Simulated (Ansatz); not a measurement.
Base system: TiC in the rock salt structure (space group Fm-3m, No. 225; a = 4.3327 Å).

(Cell as relaxed with PBE.)

Levels (all Ansatz, a quantum-chemistry and plane-wave program, PAW, earlier PAW set): PBE (420 eV, no spin-orbit coupling); r2SCAN (500 eV, without spin-orbit coupling).

Each level relaxes its own structure.

```csv
base,PBE,r2SCAN
volume per atom,10.17 Å³,10.14 Å³
lattice parameter a,8.188 bohr,8.180 bohr
band gap,zero,zero
```

Perturbation: a hydrostatic pressure of 45 GPa.

```csv
quantity,PBE,r2SCAN
shortest interatomic distance,3.911 bohr,…
band gap,zero,…
```

Question: What does r2SCAN give?

Answer: 
- shortest interatomic distance, r2SCAN: 3.913 bohr
- band gap, r2SCAN: zero

The two agree on the band gap. Neither level is exact; r2SCAN is the comparison here, not a measurement.

Load acts through the strain it causes; cell and atoms are relaxed under it. Whether these cells are dynamically stable was not tested. Competing high-pressure phases were not computed. All final runs are without spin polarisation.
